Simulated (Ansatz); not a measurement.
The starting structures come from a database of crystals and need not be the phases stable at ambient conditions.

**Evanescent states of Be$_{2}$C (Fm-3m, not sure to be the ambient phase, 3 atoms a cell, 6.7 Å³ an atom, -2 GPa at this level) along the normal of (001)**

These are PBEsol (plane waves, PAW; Ansatz, a program for electronic structure) values and carry that method's errors.

The gap is the functional's own. No spin-orbit coupling. Mid-gap values are interpolated on the energy grid.

Energies count from the valence-band top; κ is the least over a 10×10 mesh across the current.

| E (eV) | κ (1/Å) | where |
|---|---|---|
| 0.04 | 0.049 | Γ |
| 0.10 | 0.083 | Γ |
| 0.17 | 0.106 | Γ |
| 0.24 | 0.124 | Γ |
| 0.32 | 0.139 | Γ |
| 0.39 | 0.152 | Γ |
| 0.46 | 0.163 | Γ |
| 0.53 | 0.173 | Γ |
| 0.59 | 0.165 | off Γ |
| 0.67 | 0.153 | off Γ |
| 0.73 | 0.140 | off Γ |
| 0.81 | 0.125 | off Γ |
| 0.88 | 0.108 | off Γ |
| 0.94 | 0.088 | off Γ |
| 1.01 | 0.059 | off Γ |

**Question.** How thick must the barrier be to attenuate the transmission by 10^6 when the electrodes' Fermi level lies at 0.94 eV, and what attenuation does that film give at 0.67 eV?

**Answer.** d = 6 ln 10 / (2 × 0.088) = 78.5 Å. At 0.67 eV it gives 6 × 0.153/0.088 = 10.4 decades.
